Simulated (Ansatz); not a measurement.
## Carrier properties of LaOF (P4/nmm)

Input:

```yaml
crystal:
  lattice:
    - [4.04007, 0.00000, 0.00000]
    - [0.00000, 4.04007, 0.00000]
    - [0.00000, 0.00000, 5.77790]
  atoms:
    - { symbol: La, position: [0.50000, 0.00000, 0.71610] }
    - { symbol: La, position: [0.00000, 0.50000, 0.28390] }
    - { symbol: O, position: [0.00000, 0.00000, 0.50000] }
    - { symbol: O, position: [0.50000, 0.50000, 0.50000] }
    - { symbol: F, position: [0.50000, 0.50000, 0.00000] }
    - { symbol: F, position: [0.00000, 0.00000, 0.00000] }
```

These are PBEsol, rigid bands (plane waves, PAW, scalar-relativistic; Ansatz, an electronic-structure program) values and carry that method's errors. How the cell was made: cell and atoms relaxed with PBEsol.

| Item | Value |
|---|---|
| band gap | 4.61 eV |
| electron conductivity mass (300 K, dilute) | 2.7 (x), 2.7 (y), 6.0 (z) mₑ |
| hole conductivity mass (300 K, dilute) | 1.69 (x), 1.69 (y), 11.6 (z) mₑ |
| effective density of states N_c (300 K) | 6.5e20 cm⁻³ |
| effective density of states N_v (300 K) | 5.0e20 cm⁻³ |
| density-of-states mass, electrons | 8.7 mₑ |
| density-of-states mass, holes | 7.4 mₑ |
| Seebeck coefficient, n-type 1e19 cm⁻³, 300 K | -561 μV/K |
| Seebeck coefficient, p-type 1e19 cm⁻³, 300 K | 541 μV/K |

Rigid bands; masses and Seebeck coefficients take one relaxation time τ for all states and one kind of carrier; polarons and phonon drag are left out. Spin-orbit coupling is left out; where it splits the top of the valence band, N_v and the p-type Seebeck coefficient come out somewhat high without it.

Computed structure with no diffraction record at hand here (it may be known, metastable or hypothetical): LaOF (P4/nmm).
